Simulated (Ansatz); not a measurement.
**SiC (model structure, P6₂22, No. 180, 6 atoms in the cell)**

These are PBEsol (plane waves, PAW; Ansatz, a quantum-chemistry and plane-wave program) values and carry that method's errors.

Numerical settings: plane-wave cutoff 520 eV, 24×24×8 k mesh (along the axes of the cell as run), Fermi–Dirac smearing 0.05 eV, scalar-relativistic PAW data made under PBE.

Cell (relaxed at this level):

CSi has the hexagonal space group P6₂22 (No. 180), Pearson symbol hP6. Cell: a = b = 3.066 Å, c = 7.031 Å, α = β = 90.00°, γ = 120.00°. Si on 3d has 4 C at 1.929 Å. C on 3c is coordinated by 4 Si at 1.929 Å. (Neighbours: up to the widest gap in distance over summed covalent radii, below 1.35, at either atom.)

```yaml
band_gap: 0.77 eV (on the SCF k mesh)
"Γ–Γ gap": 3.35 eV
bulk_modulus: 231 GPa
```

Note: the bulk modulus is −V dP/dV from two relaxed cells at ±2 % in volume; the relaxation could raise the start's symmetry but not lower it, so the cell can be a saddle point.

Computed values are for the static lattice.

A model structure was made by putting elements into a prototype or built by hand; it is no filed structure, need not be a known phase, and can be a saddle point held by its symmetry.
